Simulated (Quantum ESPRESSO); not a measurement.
A user runs Quantum ESPRESSO on Sr2Ir (Fm-3m, 3 atoms in the cell) and asks whether the run is sound. The aim is a self-consistent single point with DFT, LDA (PW92), plane waves, PseudoDojo standard norm-conserving (LDA) pseudopotentials.

Cell that was meant: a = 5.1085 Å, b = 5.1085 Å, c = 5.1085 Å, α = 60.00°, β = 60.00°, γ = 60.00°.

Part of the input:

```fortran
   0.000000000     0.707106781     0.707106781
   0.707106781     0.000000000     0.707106781
   0.707106781     0.707106781     0.000000000
ATOMIC_POSITIONS crystal
Sr    1.060660000    1.060660000    1.060660000
Sr    0.353553000    0.353553000    0.353553000
Ir    0.000000000    0.000000000    0.000000000
K_POINTS automatic
6 6 6  0 0 0
```

Output, abridged:

```
     Message from routine setup:
     using ibrav=0 with symmetry is DISCOURAGED, use correct ibrav instead
     G-vector sticks info
   [... lines left out ...]
                       cart. coord. in units 2pi/alat
        k(    1) = (   0.0000000   0.0000000   0.0000000), wk =   0.0092593
        k(    2) = (   0.1178511   0.1178511  -0.1178511), wk =   0.0555556
        k(    3) = (   0.2357023   0.2357023  -0.2357023), wk =   0.0555556
   [... 29 lines left out ...]

     Dense  grid:    50333 G-vectors     FFT dimensions: (  54,  54,  54)

     Initial potential from superposition of free atoms

     starting charge      36.9857, renormalised to      37.0000
     Self-consistent Calculation

     iteration #  1     ecut=    70.00 Ry     beta= 0.70

     total energy              =    -315.52559549 Ry
     estimated scf accuracy    <       3.36634156 Ry

     iteration #  2     ecut=    70.00 Ry     beta= 0.70

     total energy              =    -315.82822371 Ry
     estimated scf accuracy    <       5.06000626 Ry

     iteration #  3     ecut=    70.00 Ry     beta= 0.70

     total energy              =    -317.06099902 Ry
     estimated scf accuracy    <       0.16553576 Ry

   [... 6 blocks of this kind left out ...]

     iteration # 10     ecut=    70.00 Ry     beta= 0.70

     total energy              =    -317.07212742 Ry
     estimated scf accuracy    <       0.00000002 Ry

     iteration # 11     ecut=    70.00 Ry     beta= 0.70
     End of self-consistent calculation

     the Fermi energy is     9.7249 ev

!    total energy              =    -317.07212742 Ry
     estimated scf accuracy    <          9.3E-11 Ry
     smearing contrib. (-TS)   =      -0.00008088 Ry
     internal energy E=F+TS    =    -317.07204655 Ry

     convergence has been achieved in  11 iterations

     Forces acting on atoms (cartesian axes, Ry/au):

     atom    1 type  1   force =    67.04686368   67.04686368   67.04686368
     atom    2 type  1   force =    -0.00438526   -0.00438526   -0.00438526
     atom    3 type  2   force =   -67.04247842  -67.04247842  -67.04247842

     Total force =   164.225234     Total SCF correction =     0.000028

          total   stress  (Ry/bohr**3)                   (kbar)     P=    12894.15
   0.08765264   0.08679789   0.08679789        12894.15    12768.41    12768.41
   0.08679789   0.08765264   0.08679789        12768.41    12894.15    12768.41
   0.08679789   0.08679789   0.08765264        12768.41    12768.41    12894.15

   JOB DONE.
```

Task: Is this run sound? If not, what is wrong?

Result: The run is not sound. The fault is fractional and Cartesian coordinates mixed up. Numbers meant as fractions of the cell vectors were read as lengths, or the reverse, so the atoms sit in the wrong places. To fix it, make label and numbers agree, by changing either. The run converged in 11 iterations without an error; against the sound input the free energy goes up by 227 eV/atom, the pressure goes from -3.38 to 1289 GPa and the largest force goes from 0.000 to 2986 eV/Å.

An input that runs soundly differs in these lines (not the only fix; some lines may just follow from the change or write a value another way):
```diff
-ATOMIC_POSITIONS crystal
-Sr    1.060660000    1.060660000    1.060660000
-Sr    0.353553000    0.353553000    0.353553000
+ATOMIC_POSITIONS alat
+Sr    1.060660172    1.060660172    1.060660172
+Sr    0.353553391    0.353553391    0.353553391
```

With that input, the run converged in 12 iterations: free energy E − TS -4993.5279 eV; Fermi level (on the code's own zero) 8.97 eV; pressure -3.38 GPa (DFT, LDA (PW92), plane waves, PseudoDojo standard norm-conserving (LDA) pseudopotentials).

On the sound input: the starting cell comes from a database of computed structures (which also holds hypothetical and non-ambient phases and stackings), without a prior relaxation at this level. Spin polarisation is off. With a pressure of about -3 GPa the cell is away from its equilibrium volume at this level.
